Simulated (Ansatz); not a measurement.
**Competing hops of interstitial Cu in alpha cristobalite, charge state +1**

Consider interstitial Cu in alpha cristobalite, charge state +1. Computed with PBE, PAW (plane waves to 420 eV; Ansatz, an electronic-structure program).

96-site cell at the relaxed PBE lattice, the Γ point alone, smearing 0.01 eV, spin-restricted, no finite-size correction. Energies are static. The host's phase is taken as given; its stability against other phases was not computed. The charge state is imposed; whether it is stable for some Fermi level was not computed. Sites that were not tried may lie lower.

Barriers: single points on a 2×2×2 k-point mesh shifted by half a step at the bands' geometries.

```
Route                                         Start site over the lowest site run (eV)  Hop (Å)  Forward barrier (eV)  Backward barrier (eV)  Neighbours at the start                                 Neighbours at the saddle  Saddle order  Forward, on the band's own sampling (eV)
--------------------------------------------  ----------------------------------------  -------  --------------------  ---------------------  -----------------------  -------------------------------------------------------  ------------  ----------------------------------------
several atoms move together, Cu the farthest                                      0.00     1.40                  0.19                   0.06            2 O at 1.90 Å             O at 2.04, O at 2.12, O at 2.49, O at 2.50 Å   not checked                                      0.19
several atoms move together, Cu the farthest                                      0.00     2.56                  0.20                   0.20            2 O at 1.90 Å  O at 2.11, O at 2.26, O at 2.35, O at 2.43, O at 2.58 Å   not checked                                      0.20
several atoms move together, Cu the farthest                                      0.00     1.70                  0.20                   0.07            2 O at 1.90 Å  O at 2.10, O at 2.24, O at 2.30, O at 2.47, O at 2.65 Å   not checked                                      0.20
```

Paths come from climbing-image nudged elastic band runs.  

The whole set of runs took around 5 core-hours (rough).
